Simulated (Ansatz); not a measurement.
AlBN$_{2}$ in the chalcopyrite structure (space group I-42d, No. 122; a hypothetical phase, not in the database extracts checked)

Space group I-42d (No. 122); a = b = 4.1050 Å, c = 7.6858 Å, α = β = γ = 90.00°

| atom | site | symmetry | x | y | z |
|---|---|---|---|---|---|
| Al | 4a | -4.. | 0.0000 | 0.0000 | 0.0000 |
| B | 4b | -4.. | 0.0000 | 0.0000 | 0.5000 |
| N | 8d | .2. | 0.3060 | 0.2500 | 0.1250 |
(The calculation used a cell of 8 atoms; values per cell refer to that cell.)

Method: Ansatz (a first-principles code), PBE, PAW, cutoff 420 eV, no spin-orbit coupling. Γ-centred 11×11×11 mesh, Fermi–Dirac width 0.05 eV.

- Volume per atom = 8.09 Å³
- Density = 3.37 g/cm³
- Band gap = 2.89 eV, direct at Γ
- Electron mass = 0.44 mₑ along c, 0.36 mₑ across
- Hole mass = 0.38 mₑ along c, 0.90 mₑ across
- Lowest conduction-band minima above the VBM = Γ 2.89 eV; M (1/2, 1/2, 1/2) 3.98 eV
- Total energy = -366.402 eV/atom (σ→0; compares only within this code and set-up)

Masses are band curvatures over ±0.01 Å⁻¹ around the edge. Semilocal Kohn–Sham gaps tend to fall short of experiment. No phonon test of stability was made.
